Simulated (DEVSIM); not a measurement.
Device: Au/La2O3/p-Si capacitor, at 400 K.

| layer (left to right) | material | thickness (nm) | Na (cm⁻³) |
|---|---|---|---|
| 1 | La2O3 | 3.30 | - |
| 2 | Si | 17000 | 1.1e15 |

Metal gate on the left, work function 5.1 eV. Fixed charge at the semiconductor interface -6.1e10 cm⁻² (in units of +e); no interface traps.

This is a model device: material constants are rounded textbook-type values typed into the input, and sizes, dopings and lifetimes were drawn at random. Values at 300 K; Nc and Nv go as T^1.5, mobilities as T to minus their exponent, the gap by Varshni's rule with the affinity fixed.

```tsv
parameter	La2O3	Si
gap (eV)	5.8	1.124
affinity (eV)	1.8	4.05
permittivity	27	11.7
Nc (cm⁻³)	-	2.86e19
Nv (cm⁻³)	-	3.1e19
Varshni α (eV/K)	-	0.000473
Varshni β (K)	-	636
```

Model (solved in DEVSIM): 1D Poisson equation in equilibrium, Boltzmann statistics, complete ionisation; no quantum confinement or tunnelling. Metal contacts follow the ideal Schottky-Mott rule: no Fermi-level pinning, no interface dipoles.

The substrate doping was swept, all else fixed.

```
substrate doping (cm^-3)  minimum of the low-frequency capacitance (μF/cm²)  flat-band voltage (V)  threshold voltage (band bending 2φF) (V)
------------------------  -------------------------------------------------  ---------------------  ----------------------------------------
5.5e13                                                              0.00963                   0.43                                      0.58
1.1e14                                                               0.0115                   0.40                                      0.61
2.2e14                                                               0.0134                   0.38                                      0.63
5.5e14                                                                  ___                   0.35                                       ___
1.1e15                                                               0.0208                   0.32                                      0.69
2.2e15                                                               0.0271                   0.30                                      0.71
```

Problem. What belongs in the gaps?

Solution. 
- 5.5e14, minimum of the low-frequency capacitance (μF/cm²): 0.0166
- 5.5e14, threshold voltage (band bending 2φF) (V): 0.66
